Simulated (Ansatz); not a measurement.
TlCdBr3 in the cubic perovskite structure (space group Pm-3m, No. 221; a hypothetical phase, not in the database extracts checked)

Space group Pm-3m (No. 221); a = b = c = 5.534 Å, α = β = γ = 90.00°

```tsv
atom	site	symmetry	x	y	z
Tl	1a	m-3m	0.0000	0.0000	0.0000
Cd	1b	m-3m	0.5000	0.5000	0.5000
Br	3c	4/mm.m	0.0000	0.5000	0.5000
```

Level of theory: Ansatz (a first-principles code), PBE, PAW, cutoff 420 eV, scalar-relativistic without spin-orbit coupling. k-mesh 6×6×6 (Γ-centred); smearing 0.05 eV (Fermi–Dirac).

Volume per atom: 33.90 Å³
Density: 5.45 g/cm³
Band gap: 0.81 eV, indirect, R → Γ
Electron mass: 0.16 mₑ
Lowest conduction-band minima above the VBM: Γ 0.81 eV
Total energy: -5610.434 eV/atom (σ→0; compares only within this code and set-up)

Spin-orbit coupling, missing from the scalar runs, can matter with Tl. Effective masses come from finite differences of ±0.01 Å⁻¹. Stability against distortions was not tested. Many cubic perovskites are stable only at high temperature; tilts and polar distortions were not tested.
